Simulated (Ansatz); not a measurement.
This Ansatz (a first-principles code) input is the reference run, BaS in the rock salt structure (space group Fm-3m, No. 225), computed with Ansatz, PBE, PAW, cutoff 420 eV, spin-orbit coupling left out:

Ansatz 0.2 input:
```yaml
crystal:
  lattice:
    - [0, 3.2144024688, 3.2144024688]
    - [3.2144024688, 0, 3.2144024688]
    - [3.2144024688, 3.2144024688, 0]
  atoms:
    - { symbol: Ba, position: [0, 0, 0] }
    - { symbol: S, position: [0.5, 0.5, 0.5] }
basis: { ecutwfc: 420, ecutrho_ratio: 4, xc_grid: 2, fft_grid_basis: typed }
kpoints: { mp_grid: { grid: [9, 9, 9] } }
hamiltonian:
  xc: pbe
  dispersion: none
  pseudopotentials: { kind: paw }
scf: { occupations: { method: fermi_dirac, width: 0.05 }, convergence: { dr2_threshold: 0.0000000002 } }
output: { forces: true, stress: true }
checkpoint: { write: state.ck, write_every: 1000 }
```

**Question.** Write the input for this change: hydrostatic tension (pressure −1 GPa).

**Answer.** 
Ansatz 0.2 input:
```yaml
crystal:
  lattice:
    - [0, 3.2144024688, 3.2144024688]
    - [3.2144024688, 0, 3.2144024688]
    - [3.2144024688, 3.2144024688, 0]
  atoms:
    - { symbol: Ba, position: [0, 0, 0] }
    - { symbol: S, position: [0.5, 0.5, 0.5] }
basis: { ecutwfc: 420, ecutrho_ratio: 4, xc_grid: 2, fft_grid_basis: typed }
kpoints: { mp_grid: { grid: [9, 9, 9] } }
hamiltonian:
  xc: pbe
  dispersion: none
  pseudopotentials: { kind: paw }
scf: { occupations: { method: fermi_dirac, width: 0.05 } }
relax: { f_tol: 0.01, max_steps: 60, cell: { stress_tol: 0.02, p_target: -1.0 } }
output: { forces: true, stress: true }
checkpoint: { write: state.ck, write_every: 1000 }
```
This is the input that was run.

Load acts through the strain it causes; cell and atoms are relaxed under it. No phonon test of stability was made.
